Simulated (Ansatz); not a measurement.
A hypothetical phase is included: elements placed on a structure type, which no database files for this compound.

By PBEsol, the system below comes out a metal.

Here is the system:

```yaml
crystal:
  lattice:
    - [3.17703, 0.00000, 0.00000]
    - [0.00000, 4.49300, 0.00000]
    - [0.00000, 2.24650, 2.24650]
  atoms:
    - { symbol: Ta, position: [0.00000, 0.00000, 0.00000] }
    - { symbol: As, position: [0.50000, 0.50000, 0.00000] }
```

The cell was relaxed by PBE-D3(BJ).

The current flows along the normal of the first two printed cell vectors, the (110) plane of the conventional cell. No spin-orbit coupling; the value is a mean over 0.1 eV about the Fermi level.

Task: Give the ballistic conductance per area that PBEsol (Ansatz, a program for electronic structure) yields.

Result: 0.57 × 10¹⁵ S/m² for both spins.
